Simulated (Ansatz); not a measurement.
## SiS2: pressure series

Consider SiS₂ (space group Ibam, No. 72; made of chains).

```xyz
6
Lattice="-2.9015 4.9459 2.7728 2.9015 -4.9459 2.7728 2.9015 4.9459 -2.7728" Properties=species:S:1:pos:R:3 pbc="T T T"
S      1.7428     3.8104     2.7728
S      1.1587    -1.1355     2.7728
S      1.7428     6.0814     0.0000
S      1.1587     1.1355     0.0000
Si     0.0000     0.0000     4.1591
Si     0.0000     0.0000     1.3864
```

Cell and atoms are relaxed at each pressure.

Computed with DFT with r2SCAN, PAW potentials and a 500 eV plane-wave cutoff in Ansatz (a first-principles code), no spin-orbit coupling.

```json
[
 {"case": "base", "shortest interatomic distance": "213.4 pm", "gap character": "indirect, Σ₀–Γ (22 % along) → k = (3/8, 3/8, -3/8) in the run's primitive reciprocal basis"},
 {"case": "pressure 1.8 GPa", "shortest interatomic distance": "212.7 pm", "gap character": "indirect, Σ₀–Γ (20 % along) → G₀–X (75 % along)"},
 {"case": "pressure 4.2 GPa", "shortest interatomic distance": "211.8 pm", "gap character": "indirect, Σ₀–Γ (20 % along) → X"},
 {"case": "pressure 9 GPa", "shortest interatomic distance": "210.5 pm", "gap character": "indirect, Σ₀–Γ (18 % along) → X"},
 {"case": "pressure 18 GPa", "shortest interatomic distance": "208.5 pm", "gap character": "indirect, Σ₀–Γ (18 % along) → Γ"},
 {"case": "pressure 30 GPa", "shortest interatomic distance": "?", "gap character": "direct at Γ"},
 {"case": "pressure 45 GPa", "shortest interatomic distance": "204.8 pm", "gap character": "direct at Γ"},
 {"case": "pressure 60 GPa", "shortest interatomic distance": "203.8 pm", "gap character": "–"}
]
```

**Question.** Complete the table.

**Answer.** 
- pressure 30 GPa, shortest interatomic distance: 206.6 pm

A case with no gap was solved on a k-mesh chosen for an insulator, which is coarse for it. Load acts through the strain it causes; cell and atoms are relaxed under it. Stability against distortions was not tested. No other phases were tried under pressure. All final runs are without spin polarisation. No dispersion term is included, though the crystal is made of layers, chains or molecules, so its spacings can come out too wide.
